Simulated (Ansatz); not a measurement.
Amorphous Si$_{20}$B$_{10}$N$_{30}$, 60 atoms at 2.40 g/cm³, one PBE-relaxed geometry, zone centre. Methods: PBE, scalar-relativistic without spin-orbit coupling (Ansatz, an electronic-structure program); r2SCAN, scalar-relativistic without spin-orbit coupling (Ansatz); HSE06, scalar-relativistic without spin-orbit coupling (Ansatz). Plane waves to 420 eV (r2SCAN 500 eV); exact exchange is cut at the cell's faces. The usual formal charges leave 20 electrons over, so the level spacing at the Fermi energy parts defect or band states and needn't be the band gap. The higher rungs were started with moments on some atoms, which died out.

A CHGNet melt-quench gave the starting glass, which DFT then relaxed. N atoms were pushed apart under 1.9 Å during the dynamics, to hinder bonds among them. The hot cell started wider than the set density and was brought back towards it in steps. It is the lowest in DFT energy of 2 quenches. It is a model cell: composition and starting density were chosen by hand, and all elements were melted together. No dispersion term was used. Its density started from a set value of 2.40 and ended at 2.40 g/cm³. The simulated quench (nominally 760 K/ps over its main leg) is rapid and tends to freeze in more defects than a deposited or slowly cooled glass has. A cell of this size samples the disorder only roughly. The volume was held where the preparation left it and the shape relaxed, at a PBE pressure of -3.9 GPa (tension). Stress components on the final sampling reach 4.4 GPa. On a 2×2×2 Γ-centred mesh force components of up to 0.34 eV/Å stay, since the relaxation ran on the zone centre alone. Cycles of charging lowered its energy after that relaxation.

The relaxation ran on the zone centre alone. At PBE the level spacing at the Fermi energy is 1.50 eV on a 2×2×2 Γ-centred mesh, and the spacing at the zone centre alone 1.52 eV.

**Question.** What zone-centre spacing does r2SCAN give, roughly?

**Answer.** 1.78 eV (+0.26 eV against PBE).

**Question.** What zone-centre spacing does HSE06 give, roughly?

**Answer.** 2.47 eV (+0.95 eV against PBE).

The highest filled and the lowest empty state spread over these numbers of atoms (participation numbers): PBE: 7.1 and 14.4; r2SCAN: 6.8 and 12.6; HSE06: 6.4 and 14.3.
